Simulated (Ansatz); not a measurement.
Ca2Ge (Fm-3m, No. 225, 3 atoms in the cell; start mp-1009755), treated with HSE06 (Ansatz, a quantum-chemistry and plane-wave program, PAW).

Settings: plane-wave cutoff 460 eV, 6×6×6 k mesh, Fermi–Dirac smearing 0.01 eV, scalar-relativistic PAW data made under PBE.

Cell (relaxed with PBEsol):

```yaml
crystal:
  lattice:
    - [0.00000, 3.55767, 3.55767]
    - [3.55767, 0.00000, 3.55767]
    - [3.55767, 3.55767, 0.00000]
  atoms:
    - { symbol: Ca, position: [0.75000, 0.75000, 0.75000] }
    - { symbol: Ca, position: [0.25000, 0.25000, 0.25000] }
    - { symbol: Ge, position: [0.00000, 0.00000, 0.00000] }
```

Q: Give the computed band gap, smallest direct gap on the k points sampled and direct gap at Γ.

A: 
- band gap: 1.01 eV (on the SCF k mesh) (indirect)
- smallest direct gap on the k points sampled: 1.05 eV
- direct gap at Γ: 2.31 eV

Note: cell and atoms aren't relaxed at this level (pressure 1.5 GPa).

Spin–orbit coupling is not included.

The computed numbers hold no vibrational or temperature effects.

The result took about 4 core-minutes (a rough figure).

A start named mp-… is a Materials Project structure, which need not be a measured phase.
